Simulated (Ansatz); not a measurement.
## A computed series for BP: response to strain

The parent structure is BP in the zinc blende structure (space group F-43m, No. 216).

```
CELL_PARAMETERS angstrom
      0.00000     2.27418     2.27418
      2.27418     0.00000     2.27418
      2.27418     2.27418     0.00000
ATOMIC_POSITIONS crystal
  B  0.00000 0.00000 0.00000
  P  0.25000 0.25000 0.25000
```

Strains are applied to the cell and any free atomic positions relax.

Computed with DFT with PBE, PAW potentials and a 420 eV plane-wave cutoff in Ansatz (a program for electronic structure), no spin-orbit coupling.

Candidates:
(a) isotropic strain +2.00 %
(b) isotropic strain +0.50 %
(c) isotropic strain −1.50 %
(d) isotropic strain −0.50 %

For the base:

* **Band gap**: 1.25 eV

### Question
Order them by band gap, highest first.

### Answer
(a) isotropic strain +2.00 % (1.33 eV), (b) isotropic strain +0.50 % (1.27 eV), (d) isotropic strain −0.50 % (1.23 eV), (c) isotropic strain −1.50 % (1.18 eV)

No phonon test of stability was made.
